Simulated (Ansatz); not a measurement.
The reference is BeSe in the zinc blende structure (space group F-43m, No. 216; a = 5.082 Å). Axes: x, y, z lie along the cube axes.

Level of theory: LDA (Ansatz, an electronic-structure program, PAW, scalar-relativistic without spin-orbit coupling).

For the base:

* **Valence-band top at Γ**: 0.00, 0.00, 0.00 eV
* **Band gap**: 2.40 eV

Now apply this change: the cell is stretched by 2.00 % along z with no lateral relaxation; the atoms relax in the strained cell.

Task: Predict the new valence-band top at Γ.

Result: The valence-band top at Γ (three highest levels, from the VBM) becomes 0.00, 0.00, -0.11 eV (base: 0.00, 0.00, 0.00 eV).

Task: What does the calculation give for the band gap after the change?

Result: The band gap falls by 0.04 eV, from 2.40 eV to 2.36 eV.

Stability against distortions was not tested.
